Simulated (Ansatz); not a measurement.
# SnSe (model structure, started from the zincblende type, F-43m, No. 216, 2 atoms in the cell)

The numbers are results of PBEsol in Ansatz (plane waves, PAW), not measurements.

Run with plane-wave cutoff 520 eV, 16×16×16 k mesh, Fermi–Dirac smearing 0.05 eV, scalar-relativistic PAW data made under PBE.

Cell (relaxed at this level):

SnSe is taken in the cubic space group F-43m (No. 216), the zinc blende structure, Pearson symbol cF8. Lattice parameters: a = b = c = 6.6551 Å, α = β = γ = 90.00°. Se on 4c is coordinated by 4 Sn at 2.882 Å (tetrahedral). Sn on 4a is surrounded by 4 Se at 2.882 Å (tetrahedral). (Neighbours: up to the widest gap in distance over summed covalent radii, below 1.35, at either atom; cation-cation and far metal-metal contacts left out.)
(The calculation used a cell of 2 atoms; values per cell refer to that cell.)

```json
{
 "band_gap": "zero (no gap)",
 "bulk modulus B0": "31.9 GPa"
}
```

Note: the bulk modulus is −V dP/dV from two relaxed cells at ±2 % in volume; the relaxation could raise the start's symmetry but not lower it, so the cell can be a saddle point.

Spin–orbit coupling is not included; it can open a gap where bands touch, and shift volumes and moduli.

Static lattice: no zero-point or thermal effects.

A model structure was made by putting elements into a prototype or built by hand; it is no filed structure, need not be a known phase, and can be a saddle point held by its symmetry.

Ansatz is a quantum-chemistry and plane-wave program.
